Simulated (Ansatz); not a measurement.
A stack in vacuum: 2 layers of Bi2Te3, started at antiparallel, no shift (facing Te atop Te, which symmetry holds and which is mostly a maximum against sliding).

Methods: PBE+D3(BJ) (plane waves to 420 eV, PAW; Ansatz, a quantum-chemistry and plane-wave program); PBE (plane waves to 420 eV, PAW; Ansatz); r2SCAN (plane waves to 500 eV, PAW; Ansatz); PBE+D3(BJ) with spin-orbit coupling (plane waves to 420 eV, PAW; Ansatz); HSE06 (plane waves to 420 eV, PAW; Ansatz). Geometries and values that name no level are of the first. Values not marked SOC have no spin–orbit coupling. Its k-point mesh 9×9×1, Fermi–Dirac width 0.01 eV. HSE06 ran on meshes of its own (6×6×1); its edges and gaps are taken over the mesh and over extra points off it, mostly where PBE has its edges. A dipole correction is on.

Question: Predict its spacing, binding and gap.

Answer: 
| Property | Result |
|---|---|
| gap between facing atomic planes | 3.79 Å |
| step of the vacuum level across the stack (top less bottom) | 0.00 eV |
| interaction energy of the frozen layers | -14.1 meV/Å² |
| interaction energy without the D3 term at this geometry | +1.1 meV/Å² |
| interaction energy at r2SCAN, without a dispersion term, at this geometry | +0.3 meV/Å² |
| r2SCAN gap over the mesh and listed points off it | 1.15 eV |
| spacing and interaction energy when relaxed at plain PBE (a flat surface, so the spacing is loose) | 4.5 Å and -0.8 meV/Å² |
| PBE gap over the mesh and listed points off it | 0.85 eV, indirect (lowest direct gap 0.96 eV) |
| valence and conduction edges under the vacuum level of the lower face | 5.20 and 4.35 eV |
| HSE06 gap at the same geometry | 1.27 eV |
| PBE+SOC gap at the same geometry | 0.11 eV |
